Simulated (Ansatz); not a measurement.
**Hf3Ge2 (P4/mbm, No. 127; cell taken from a computed entry)**

Level of theory: r²SCAN+rVV10 in Ansatz (plane waves, PAW).

Run with plane-wave cutoff 500 eV, 6×6×10 k mesh (along the axes of the cell as run), Fermi–Dirac smearing 0.05 eV, scalar-relativistic PAW data made under PBE.

Cell (relaxed at this level):

```yaml
crystal:
  lattice:
    - [7.09565, 0.00000, 0.00000]
    - [0.00000, 7.09565, 0.00000]
    - [0.00000, 0.00000, 3.68752]
  atoms:
    - { symbol: Hf, position: [0.00000, 0.00000, 0.00000] }
    - { symbol: Hf, position: [0.50000, 0.50000, 0.00000] }
    - { symbol: Hf, position: [0.16998, 0.66998, 0.50000] }
    - { symbol: Hf, position: [0.83002, 0.33002, 0.50000] }
    - { symbol: Hf, position: [0.33002, 0.16998, 0.50000] }
    - { symbol: Hf, position: [0.66998, 0.83002, 0.50000] }
    - { symbol: Ge, position: [0.63062, 0.13062, 0.00000] }
    - { symbol: Ge, position: [0.36938, 0.86938, 0.00000] }
    - { symbol: Ge, position: [0.86938, 0.63062, 0.00000] }
    - { symbol: Ge, position: [0.13062, 0.36938, 0.00000] }
```

For Hf3Ge2 (P4/mbm, No. 127; cell taken from a computed entry), the band gap comes out as none.

Note: the relaxation could not lower the start's symmetry, so the cell can be a saddle point above a distorted one.

Spin–orbit coupling is not included.

The computed numbers hold no vibrational or temperature effects.

The result took very roughly 10 core-minutes.

Ansatz is a program for electronic structure.
